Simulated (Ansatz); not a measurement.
A self-consistent single point of ZrH₂ (Fm-3m, 3 atoms in the cell) with Ansatz (a program for electronic structure).

Computed with PBEsol-D4, default PAW files made with PBE (plane waves; Ansatz).

```yaml
crystal:
  lattice:
    - [0.00000, 2.32192, 2.32192]
    - [2.32192, 0.00000, 2.32192]
    - [2.32192, 2.32192, 0.00000]
  atoms:
    - { symbol: Zr, position: [0.00000, 0.00000, 0.00000] }
    - { symbol: H, position: [0.25000, 0.25000, 0.25000] }
    - { symbol: H, position: [0.75000, 0.75000, 0.75000] }
```

Reference input (self-consistent single point, DFT, PBEsol, plane waves, default PAW files made with PBE): kpoints.mp_grid.grid = 10 10 10; hamiltonian.xc = pbesol; hamiltonian.pseudopotentials = {kind: paw} (the program's default PAW files); scf.occupations.method = gaussian; scf.occupations.width = 0.272 eV. This run's input differs from it in these lines:

```diff
@@ -14,2 +14,3 @@
   xc: pbesol
+  dispersion: d4
   pseudopotentials: { kind: paw }
```

Log, with long lists cut:

```
SCF iter   1: F=—  HF=-4162.094698 eV  |F-HF|=—  |Δ(HF+E_count)|=         —  Δρ=7.53e-3  dr2=1.06e-2  ethr=1.77e-3  ⟨swp⟩=5.0  Hψ=2664  notcnv=0
all-band conjugate gradients solve this SCF's bands
preconditioner: auto → none
SCF iter   2: F=—  HF=-4162.091956 eV  |F-HF|=—  |Δ(HF+E_count)|=   2.74e-3  Δρ=4.12e-3  dr2=3.55e-3  ethr=7.57e-5  ⟨swp⟩=1.0  Hψ=893  notcnv=0
SCF iter   3: F=—  HF=-4162.090743 eV  |F-HF|=—  |Δ(HF+E_count)|=   1.21e-3  Δρ=3.07e-4  dr2=1.06e-5  ethr=2.54e-5  ⟨swp⟩=2.0  Hψ=599  notcnv=0
SCF iter   4: F=—  HF=-4162.090740 eV  |F-HF|=—  |Δ(HF+E_count)|=   2.89e-6  Δρ=4.74e-5  dr2=2.36e-7  ethr=7.56e-8  ⟨swp⟩=2.4  Hψ=681  notcnv=0
iter 5 did not close the SCF: its close was put off for the readings that it lacked (scf_convergence_deferred on its scf_iter line)
SCF iter   5: F=-4162.090740 eV  HF=-4162.090740 eV  |F-HF|=1.02e-9  |Δ(HF+E_count)|=   1.69e-8  Δρ=5.15e-6  dr2=2.75e-9  ethr=1.69e-9  ⟨swp⟩=1.6  Hψ=659  notcnv=0
SCF iter   6: F=-4162.090740 eV  HF=-4162.090740 eV  |F-HF|=1.46e-11  |Δ(HF+E_count)|=  5.76e-10  Δρ=5.21e-7  dr2=5.66e-11  ethr=1.96e-11  ⟨swp⟩=1.8  Hψ=1637  notcnv=0
SCF 1 converged in 6 iterations: F = -4162.090740 eV  dr2 = 5.66e-11
Free energy (F): -4162.090740 eV
Internal energy: -4162.046693 eV  (E = F + TS)
E sigma→0 (E₀):  -4162.068717 eV
Entropy (-TS):   -0.044046 eV (-14.682 meV/atom)
Fermi energy:    14.237943 eV
--- Forces (eV/Å), atoms counted from 1 ---
  atom   1  Zr    -0.00000000     0.00000000    -0.00000000
   [... zero for the other atoms too ...]
--- Stress (GPa, compression-positive) ---
       10.741644      -0.000000       0.000000
        0.000000      10.741644      -0.000000
        0.000000       0.000000      10.741644
  P = ⅓ Tr σ = 10.7416 GPa (107.416 kbar)
  The stress holds the Pulay correction. Without it, at fixed plane waves, as pw.x and ABINIT print it: P = 10.5759 GPa
```

The run converged in 6 iterations. Against the reference run the pressure goes from 12.73 to 10.74 GPa.

The starting cell was generated: these elements placed on a structure prototype, without a prior relaxation; it need not be a known phase or ordering of this composition. With a pressure of about 11 GPa the cell is away from its equilibrium volume at this level. Ansatz's pressure includes its estimate of the finite-basis (Pulay) stress.

Keys are those of Ansatz 0.2.
